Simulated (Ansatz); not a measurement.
# A computed series for GaSb: pressure series

Consider GaSb in the zinc blende structure (space group F-43m, No. 216; a = 6.213 Å).

Cell and atoms are relaxed at each pressure.

Method: plane-wave PAW DFT at the PBE level (Ansatz, an electronic-structure program, 420 eV), no SOC.

Computed cases, in order: pressure −2 GPa; pressure −1 GPa; 0 GPa (base); pressure 0.9 GPa; pressure 2.1 GPa; pressure 4.5 GPa; pressure 9 GPa; pressure 15 GPa; pressure 22.5 GPa; pressure 30 GPa.

Task: Between which two neighbouring cases does the band gap open or close?

Result: Between pressure 2.1 GPa (zero) and pressure 4.5 GPa (0.29 eV). The whole series: pressure −2 GPa: zero; pressure −1 GPa: zero; 0 GPa (base): zero; pressure 0.9 GPa: zero; pressure 2.1 GPa: zero; pressure 4.5 GPa: 0.29 eV; pressure 9 GPa: 0.62 eV; pressure 15 GPa: 0.61 eV; pressure 22.5 GPa: 0.48 eV; pressure 30 GPa: 0.35 eV.

Spin-orbit coupling, missing from the scalar runs, can matter with Sb. Load acts through the strain it causes; cell and atoms are relaxed under it. Whether these cells are dynamically stable was not tested. Tetrahedral semiconductors of this kind turn to denser phases somewhere between about 1 and 50 GPa; those were not computed, so compressed cells here can lie past the real transition. The final runs are not spin-polarised. The zero or small gap of GaSb can change with the level of theory.
